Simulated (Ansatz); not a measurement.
## TiAu, pressure series

Base system: TiAu in the CsCl type structure (space group Pm-3m, No. 221).

```
CELL_PARAMETERS angstrom
      3.21804     0.00000     0.00000
      0.00000     3.21804     0.00000
      0.00000     0.00000     3.21804
ATOMIC_POSITIONS crystal
  Ti 0.50000 0.50000 0.50000
  Au 0.00000 0.00000 0.00000
```

Cell and atoms are relaxed at each pressure.

Level of theory: PBEsol/PAW in Ansatz (a program for electronic structure), scalar-relativistic without spin-orbit coupling.

Notes on the quantities. enthalpy: H = E + PV relative to the base's energy.

| variant | lattice parameter a | enthalpy |
|---|---|---|
| base | 321.8 pm | – |
| pressure −2 GPa | ___ | -0.21 eV/atom |
| pressure −1 GPa | ___ | -0.10 eV/atom |
| pressure 0.3 GPa | 321.6 pm | +0.03 eV/atom |
| pressure 0.7 GPa | ___ | +0.07 eV/atom |
| pressure 1.5 GPa | 320.8 pm | +0.16 eV/atom |
| pressure 3 GPa | 319.9 pm | +0.31 eV/atom |
| pressure 5 GPa | 318.7 pm | +0.51 eV/atom |
| pressure 7.5 GPa | ___ | +0.76 eV/atom |
| pressure 10 GPa | 316.0 pm | +1.01 eV/atom |

Problem. Some entries are withheld; estimate them.

Solution. 
- pressure −2 GPa, lattice parameter a: 323.2 pm
- pressure −1 GPa, lattice parameter a: 322.5 pm
- pressure 0.7 GPa, lattice parameter a: 321.3 pm
- pressure 7.5 GPa, lattice parameter a: 317.3 pm

Load acts through the strain it causes; cell and atoms are relaxed under it. Stability against distortions was not tested. No other phases were tried under pressure. The final runs are not spin-polarised. An odd electron count without spin: TiAu.
